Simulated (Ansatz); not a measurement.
Base system: HfO$_{2}$ (space group Pca2_1, No. 29; a = 5.247 Å, b = 5.030 Å, c = 5.059 Å).

Calculations: r2SCAN (Ansatz, a quantum-chemistry and plane-wave program, PAW, without spin-orbit coupling).

Before the change:

The volume per atom is 11.13 Å³. The band gap is 4.97 eV and the smallest direct gap comes out as 5.17 eV.

One thing is altered: a hydrostatic pressure of 3 GPa.

Question: Predict the new volume per atom, band gap and smallest direct gap.

Answer: The volume per atom falls by 0.144 Å³, from 11.13 Å³ to 10.98 Å³; the band gap goes up by 0.04 eV to 5.01 eV; the smallest direct gap goes up by 0.02 eV (5.17 eV → 5.19 eV).

Spin-orbit coupling, missing from the scalar runs, can matter with Hf. Load acts through the strain it causes; cell and atoms are relaxed under it. Stability against distortions was not tested. This is not the structure that HfO2 has at room temperature and ambient pressure.
